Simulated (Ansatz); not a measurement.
The reference is BeS in the zinc blende structure (space group F-43m, No. 216).

```
CELL_PARAMETERS angstrom
      0.00000     2.43428     2.43428
      2.43428     0.00000     2.43428
      2.43428     2.43428     0.00000
ATOMIC_POSITIONS crystal
  S  0.75000 0.75000 0.75000
  Be 0.00000 0.00000 0.00000
```

Cartesian axes are those of the cell as printed.

The values are results of DFT with r2SCAN, PAW potentials and a 500 eV plane-wave cutoff in Ansatz (an electronic-structure program), spin-orbit coupling left out, not measurements.

Before the change:

Valence-band top at Γ: 0.00, 0.00, 0.00 eV
Band gap: 3.59 eV

It is then changed as follows: the symmetric strain tensor [0.0117 -0.0140 -0.0083; -0.0140 0.0043 0.0048; -0.0083 0.0048 -0.0015]; the atoms relax in the strained cell.

How does this affect the valence-band top at Γ, stress and band gap?

The valence-band top at Γ (three highest levels, from the VBM) becomes 0.00, -0.03, -0.23 eV (base: 0.00, 0.00, 0.00 eV); the stress (xx, yy, zz, yz, xz, xy; compression positive) amounts to (-1.95, -1.22, -0.71, -0.82, 1.41, 2.34) GPa; the band gap drops by 0.13 eV to 3.46 eV.

Whether these cells are dynamically stable was not tested.
